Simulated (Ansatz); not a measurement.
Results of r²SCAN (Ansatz, a first-principles code, PAW) for WMo (model structure, Pm-3m, No. 221, 2 atoms in the cell).

Settings: plane-wave cutoff 560 eV, 18×18×18 k mesh, Fermi–Dirac smearing 0.05 eV, no spin polarisation, scalar-relativistic PAW data made under PBE.

Cell (relaxed at this level):

```yaml
crystal:
  lattice:
    - [3.15945, 0.00000, 0.00000]
    - [0.00000, 3.15945, 0.00000]
    - [0.00000, 0.00000, 3.15945]
  atoms:
    - { symbol: Mo, position: [0.00000, 0.00000, 0.00000] }
    - { symbol: W, position: [0.50000, 0.50000, 0.50000] }
```

Question: What does this level give for the bulk modulus B0?

Answer: 
bulk modulus B0: 296 GPa

Note: the run has no spin polarisation, so it can have missed a magnetic state; the bulk modulus is −V dP/dV from two relaxed cells at ±2 % in volume; the relaxation could raise the start's symmetry but not lower it, so the cell can be a saddle point.

Spin–orbit coupling is not included.

The computed numbers hold no vibrational or temperature effects.

It cost around 80 core-seconds (rough) of CPU time.

A model structure was made by putting elements into a prototype or built by hand; it is no filed structure, need not be a known phase, and can be a saddle point held by its symmetry.
